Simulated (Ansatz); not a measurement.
The parent structure is SiO$_{2}$ (space group P4_12_12, No. 92; a = 5.0845 Å, c = 7.1003 Å).

Calculations: plane-wave PAW DFT at the PBE level (Ansatz, a quantum-chemistry and plane-wave program, 420 eV), spin-orbit coupling left out.

Base values:

```
Item                      Value
---------------  --------------
Volume per atom        15.30 Å³
Band gap                5.51 eV
Electron mass    0.54 mₑ (at Γ)
```

Modification: cell and atoms relaxed at a pressure of 9 GPa.

Q: What happens to the volume per atom?

A: The volume per atom drops by 3.98 Å³ (15.30 Å³ → 11.32 Å³).

Q: Predict the new band gap.

A: The band gap rises by 0.375 eV (5.51 eV → 5.89 eV).

Q: Estimate the effect on the electron mass.

A: The electron mass changes from 0.54 mₑ (at Γ) to 0.48 mₑ (at Γ).

Load acts through the strain it causes; cell and atoms are relaxed under it. Effective masses come from finite differences of ±0.01 Å⁻¹. Whether these cells are dynamically stable was not tested. No other phases were tried under pressure.
